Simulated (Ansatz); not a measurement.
Consider ZrB2 (space group P6/mmm, No. 191; a = 3.1714 Å, c = 3.5418 Å; relaxed with 0.1 eV smearing).

Structures relaxed with PBE in Ansatz (plane waves to 420 eV, PAW, no SOC).

Base:

Simulated powder pattern, Cu Kα1, λ = 1.54056 Å (kinematic, ideal powder, no thermal factors, no anomalous dispersion; the 10 strongest lines at most, above 2 %, up to 2θ = 90°):

```tsv
2θ (°)	I/Imax (%)	hkl
25.12	35	(001)
32.57	70	(100)
41.57	100	(101)
51.57	9.9	(002)
58.12	21	(110)
62.33	22	(102)
64.31	17	(111)
68.24	8.3	(200)
73.97	17	(201)
81.39	16	(112)
```

After one change:

Simulated powder pattern, Cu Kα1, λ = 1.54056 Å (kinematic, ideal powder, no thermal factors, no anomalous dispersion; the 10 strongest lines at most, above 2 %, up to 2θ = 90°):

```json
[
 {"2θ (°)": "25.51", "I/Imax (%)": "36"},
 {"2θ (°)": "33.08", "I/Imax (%)": "70"},
 {"2θ (°)": "42.24", "I/Imax (%)": "100"},
 {"2θ (°)": "52.41", "I/Imax (%)": "9.9"},
 {"2θ (°)": "59.10", "I/Imax (%)": "20"},
 {"2θ (°)": "63.39", "I/Imax (%)": "22"},
 {"2θ (°)": "65.41", "I/Imax (%)": "17"},
 {"2θ (°)": "69.42", "I/Imax (%)": "8.3"},
 {"2θ (°)": "75.29", "I/Imax (%)": "17"},
 {"2θ (°)": "82.90", "I/Imax (%)": "16"}
]
```

### Question
Name the change that was made.
A. isotropic strain −2.50 %
B. isotropic strain +2.50 %
C. isotropic strain −1.50 %
D. isotropic strain +1.50 %

### Answer
C, isotropic strain −1.50 %. Its volume per atom is 9.83 Å³ against 10.28 Å³, and its space group is P6/mmm (No. 191).

No phonon test of stability was made. All final runs are without spin polarisation.

Ansatz is an electronic-structure program.
